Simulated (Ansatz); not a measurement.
## Re under a change: tensor shear ε_xz = +0.29 %

The parent structure is Re in the hcp (Mg type) structure (space group P6_3/mmc, No. 194; a = 2.7519 Å, c = 4.4401 Å; relaxed with 0.1 eV smearing). Axes: x lies along a and z along c of the hexagonal cell.

One thing is altered: tensor shear ε_xz = +0.29 % (engineering shear γ = 0.0058), atoms relaxed at fixed cell.

The values are results of Ansatz (a program for electronic structure) PBEsol, no spin-orbit coupling, not measurements. Settings: 24×24×13 k-points, 0.1 eV Fermi–Dirac smearing.

```tsv
quantity	base	changed	shift
volume per atom	14.56 Å³	14.56 Å³	0.00 Å³
space group	P6_3/mmc (No. 194)	C2/c (No. 15)	–
shortest interatomic distance	2.730 Å	2.724 Å	-0.006 Å
energy relative to the base (free energy F)	0 meV/atom	+0.3 meV/atom	+0.3 meV/atom
pressure (mean of the normal stresses, compression positive)	0.0 GPa	0.0 GPa	0.0 GPa
band gap	zero	zero	–
stress (xx, yy, zz, yz, xz, xy; compression positive)	–	(0.0, 0.0, 0.0, 0.0, -1.0, 0.0) GPa	–
```

The cells carry an imposed strain or load. Stability against distortions was not tested. All final runs are without spin polarisation.
